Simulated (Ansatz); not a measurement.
**Pressure series in hypothetical P6_3/mmc PbI2**

Take PbI₂ in the 2H-MoS2 type structure (space group P6_3/mmc, No. 194; a = 4.2732 Å, c = 14.3620 Å; a hypothetical phase, not in the database extracts checked) as the base.

Cell and atoms are relaxed at each pressure.

Method: Ansatz (a first-principles code) PBEsol-D3(BJ), no spin-orbit coupling, earlier PAW set.

Computed cases, in order: 0 GPa (base); pressure 0.3 GPa; pressure 0.7 GPa; pressure 1.5 GPa; pressure 3 GPa; pressure 5 GPa; pressure 7.5 GPa; pressure 10 GPa.

Task: Between which two neighbouring cases does the band gap open or close?

Result: Between pressure 3 GPa (0.33 eV) and pressure 5 GPa (zero). The whole series: 0 GPa (base): 1.39 eV; pressure 0.3 GPa: 1.26 eV; pressure 0.7 GPa: 1.10 eV; pressure 1.5 GPa: 0.81 eV; pressure 3 GPa: 0.33 eV; pressure 5 GPa: zero; pressure 7.5 GPa: zero; pressure 10 GPa: zero.

The mesh was chosen for an insulator and is coarse for the gapless case. With I and Pb present, leaving out spin-orbit coupling can change the band edges. Load acts through the strain it causes; cell and atoms are relaxed under it. No phonon test of stability was made. No other phases were tried under pressure. All final runs are without spin polarisation. The zero or small gap of PbI2 under pressure 5 GPa and PbI2 under pressure 7.5 GPa can change with the level of theory.
